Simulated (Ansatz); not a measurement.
# C under a change: biaxial strain +4.90 %, plane normal [001], relaxed out of plane

Start from C in the graphite type structure (space group P6_3/mmc, No. 194; a = 2.458 Å, c = 6.563 Å; layered, stacked along the Cartesian z axis). Axes: x lies along a and z along c of the hexagonal cell.

It is then changed as follows: biaxial strain +4.90 %, plane normal [001], relaxed out of plane (Cartesian); in-plane vectors clamped, the third vector and the atoms free.

Computed with PBEsol-D3(BJ)/PAW in Ansatz (an electronic-structure program), without spin-orbit coupling. Settings: 15×15×5 k-points, 0.05 eV Fermi–Dirac smearing.

The volume per atom grows by 0.946 Å³, from 8.59 Å³ to 9.53 Å³ and the space group stays P6_3/mmc (No. 194). The shortest interatomic distance goes up by 0.070 Å (1.419 Å → 1.489 Å) and the pressure (mean of the normal stresses, compression positive) goes from zero to -33.9 GPa. The band gap remains zero and the out-of-plane strain is +0.89 % (rough).

A case with no gap was solved on a k-mesh chosen for an insulator, which is coarse for it. Without a gap, meshes like the base's 15×15×5 leave anisotropic stresses uncertain by several tenths of a GPa, and small strain energies with them. Whether these cells are dynamically stable was not tested.
